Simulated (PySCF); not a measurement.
PySCF 2.14.0, unrestricted PBE/def2-svp, df: Ni(Cl)(OMe) (C[O][Ni][Cl]), charge 0, multiplicity 3, 7 atoms. The geometry is a generated start, not checked to be a minimum at this level.

```json
{
 "task": "energy",
 "method": "pbe",
 "basis": "def2-svp",
 "two_electron_scheme": "density fitting",
 "mol.max_memory": "16000 MB",
 "mf.max_cycle": "100",
 "mf.init_guess": "minao (default)",
 "mf.diis_space": "8 (default)",
 "mf.conv_tol": "1e-09 (default)",
 "mf.grids.level": "3 (default)",
 "basis_functions": "92",
 "grid_points": "97144"
}
```

Machine: one whole node, Arm Neoverse V2, 96 cores on 1 socket, no SMT, 1 L3 cache group.

Times are wall-clock medians of two to five runs, from launch to exit, with nothing else on the machine. Processes are pinned to neighbouring cores unless said otherwise. The build: PyPI wheel: OpenMP (GNU), a bundled serial OpenBLAS 0.3.3 under its C layer, NumPy's threaded OpenBLAS held to generic ARMv8 kernels, libcint, Libxc; another build can shift the numbers. Scratch files lie in a memory file system.

All on 16 threads, 1 BLAS thread. Base settings, kept where nothing else is said: mf.damp = 0 (default), mf.diis_start_cycle = 1 (default), mf.DIIS = CDIIS (default), mf.level_shift = 0 (default). The candidates, on 16 cores each, agree within 1.0 meV/atom in energy, 0.050 in <S²>:
A. mf.level_shift = 0.2 Hartree
B. mf.DIIS = ADIIS
C. mf.damp = 0.5, mf.diis_start_cycle = 5
D. the base settings

Problem. Which choice gives the shortest wall time?

Solution. D (the base settings), 4.3 s. At the other end A takes 2.5× as long.

```csv
candidate,wall time,repeats,Fock builds (products with the orbital Hessian counted alike)
D,4.3 s,3 runs within 1 %,32
C,4.8 s,3 runs within 1 %,36
B,8.7 s,3 runs within 4 %,64
A,11 s,3 runs within 2 %,85
```

From the slowest to the fastest: The largest move is in exchange-correlation on the grid (vxc): 7.7 s to 2.9 s. The count of Fock builds goes from 85 to 32.
